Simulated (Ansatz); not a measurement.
# Effect of 4 layers on ZnS

Start from ZnS in the wurtzite structure (space group P6_3mc, No. 186; a = 3.7823 Å, c = 6.2079 Å). Axes: x lies along a and z along c of the hexagonal cell.

Perturbation: a free-standing slab of 4 layers (16 atoms, 4 a layer) is cut normal to the y axis, with 15 Å of vacuum and the in-plane cell held at bulk.

Level of theory: PBEsol, PAW, 420 eV (Ansatz, a first-principles code; no spin-orbit coupling), earlier PAW set. k-mesh 9×6×1 (Γ-centred); smearing 0.05 eV (Fermi–Dirac), for the changed cell.

| quantity | base | changed | shift |
|---|---|---|---|
| layer's space group (with vacuum) | – | Pmc2_1 (No. 26) | – |
| band gap | 2.15 eV | 2.23 eV | +0.08 eV |
| gap character | – | direct at Γ | – |
| valence-band top at Γ (three highest levels, from the VBM) | 0.00, 0.00, -0.09 eV | 0.00, -0.11, -0.26 eV | – |
| excess energy per area of both faces (slab less bulk energy over the cell's area: twice a surface energy) | – | 0.96 J/m² | – |
| thickness between the outermost nuclei | – | 11.24 Å | – |
| change of the spacing d23 from its bulk value of 2.184 Å | – | +2.4 % | – |

Final structure:

```xyz
16
Lattice="3.7823 0.0000 0.0000 0.0000 6.2079 0.0000 0.0000 0.0000 25.9186" Properties=species:S:1:pos:R:3 pbc="T T T"
Zn     1.8912     0.2975     8.0285
S      1.8912     2.3837     7.3413
Zn     3.7823     3.0054     8.4827
S      3.7823     5.3801     8.6082
Zn     3.7823    -0.0405    10.8271
S      3.7823     2.2823    10.7355
Zn     5.6735     3.0428    11.8308
S      5.6735     5.3714    11.8936
Zn     5.6735    -0.0612    14.0879
S      5.6735     2.2674    14.0250
Zn     7.5646     3.0634    15.0915
S      7.5646     5.3863    15.1832
Zn     7.5646    -0.0986    17.4359
S      7.5646     2.2762    17.3105
Zn     9.4558     3.4014    17.8901
S      9.4558     5.4877    18.5773
```

The excess energy carries the mismatch between the slab's and the bulk's meshes. Whether these cells are dynamically stable was not tested. k-point labels follow each cell's own Brillouin zone.
